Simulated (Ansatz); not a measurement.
Cu: Cu → Au

The reference is Cu in the fcc (Cu type) structure (space group Fm-3m, No. 225; a = 3.563 Å).

It is then changed as follows: full substitution Cu → Au; the structure is relaxed again.

All numbers come from Kohn–Sham DFT with the PBEsol functional, run in Ansatz (a program for electronic structure) with PAW and 420 eV plane waves, no spin-orbit coupling, earlier PAW set. k-mesh 20×20×20 (Γ-centred); smearing 0.05 eV (Fermi–Dirac), for the changed cell.

```json
[
 {"quantity": "volume per atom", "base": "11.31 Å³", "changed": "17.02 Å³", "shift": "+5.71 Å³"},
 {"quantity": "density", "base": "9.33 g/cm³", "changed": "19.22 g/cm³", "shift": "+9.89 g/cm³"},
 {"quantity": "space group", "base": "Fm-3m (No. 225)", "changed": "Fm-3m (No. 225)", "shift": "–"},
 {"quantity": "shortest interatomic distance", "base": "2.520 Å", "changed": "2.887 Å", "shift": "+0.3677 Å"},
 {"quantity": "band gap", "base": "zero", "changed": "zero", "shift": "–"}
]
```

Whether these cells are dynamically stable was not tested. The final runs are not spin-polarised.
